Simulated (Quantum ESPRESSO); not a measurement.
Worked example: self-consistent single point of Nb6GePt (Pm-3, 8 atoms in the cell) in Quantum ESPRESSO.

Method: LDA (PW92), PseudoDojo standard norm-conserving (LDA) pseudopotentials (plane waves; Quantum ESPRESSO).

The change in words: lattice scaled by 0.98. Reference geometry:
```
CELL_PARAMETERS angstrom
      5.06625     0.00000     0.00000
      0.00000     5.06625     0.00000
      0.00000     0.00000     5.06625
ATOMIC_POSITIONS crystal
  Nb 0.00000 0.50000 0.74989
  Nb 0.00000 0.50000 0.25011
  Nb 0.74989 0.00000 0.50000
  Nb 0.25011 0.00000 0.50000
  Nb 0.50000 0.74989 0.00000
  Nb 0.50000 0.25011 0.00000
  Ge 0.00000 0.00000 0.00000
  Pt 0.50000 0.50000 0.50000
```

Reference input (self-consistent single point, DFT, LDA (PW92), plane waves, PseudoDojo standard norm-conserving (LDA) pseudopotentials): ecutwfc = 85 Ry; occupations = smearing; smearing = gaussian; degauss = 0.0073499 Ry; potentials = {Nb: Nb.upf, Ge: Ge.upf, Pt: Pt.upf}; K_POINTS = automatic 5 5 5 0 0 0; conv_thr = 1e-10 Ry; mixing_beta = 0.7. This run's input differs from it in these lines:

```diff
@@ -10,3 +10,3 @@
     ibrav = 1
-    celldm(1) = 9.5738230892
+    celldm(1) = 9.3823465896
     nat = 8
```

The program printed (abridged):

```
     Self-consistent Calculation

     iteration #  1     ecut=    85.00 Ry     beta= 0.70

     Threshold (ethr) on eigenvalues was too large:
     Diagonalizing with lowered threshold

     total energy              =   -1187.69862778 Ry
     estimated scf accuracy    <       1.00723700 Ry

     iteration #  2     ecut=    85.00 Ry     beta= 0.70

     total energy              =   -1187.61061386 Ry
     estimated scf accuracy    <       3.34568182 Ry

     iteration #  3     ecut=    85.00 Ry     beta= 0.70

     total energy              =   -1188.15887334 Ry
     estimated scf accuracy    <       0.04003497 Ry

   [... 6 blocks of this kind left out ...]

     iteration # 10     ecut=    85.00 Ry     beta= 0.70

     total energy              =   -1188.17376475 Ry
     estimated scf accuracy    <          8.7E-10 Ry

     iteration # 11     ecut=    85.00 Ry     beta= 0.70
     End of self-consistent calculation

     the Fermi energy is    21.1741 ev

!    total energy              =   -1188.17376475 Ry
     estimated scf accuracy    <          6.7E-11 Ry
     smearing contrib. (-TS)   =      -0.00354416 Ry
     internal energy E=F+TS    =   -1188.17022059 Ry

     convergence has been achieved in  11 iterations

     Forces acting on atoms (cartesian axes, Ry/au):

     atom    1 type  1   force =     0.00000000    0.00000000   -0.01004016
     atom    2 type  1   force =     0.00000000    0.00000000    0.01004016
     atom    3 type  1   force =    -0.01004016    0.00000000    0.00000000
     atom    4 type  1   force =     0.01004016    0.00000000    0.00000000
     atom    5 type  1   force =    -0.00000000   -0.01004016   -0.00000000
   [... lines left out ...]

     Total force =     0.024593     Total SCF correction =     0.000014

          total   stress  (Ry/bohr**3)                   (kbar)     P=      184.11
   0.00125155   0.00000000   0.00000000          184.11        0.00        0.00
   0.00000000   0.00125155   0.00000000            0.00      184.11        0.00
   0.00000000   0.00000000   0.00125155            0.00        0.00      184.11

   JOB DONE.
```

The run converged in 11 iterations. Against the reference run the free energy rises by 61.3 meV/atom, the pressure goes from 2.89 to 18.41 GPa and the largest force goes from 0.229 to 0.258 eV/Å.

The starting cell comes from a database of computed structures (which also holds hypothetical and non-ambient phases and stackings), without a prior relaxation at this level. Its lattice was rescaled by a random factor within 2.5 % of one. For this run, on top of that: lattice scaled by 0.98. Spin polarisation is off. With a pressure of about 18 GPa the cell is away from its equilibrium volume at this level.

Cost on one core of a shared machine: roughly 2 min.
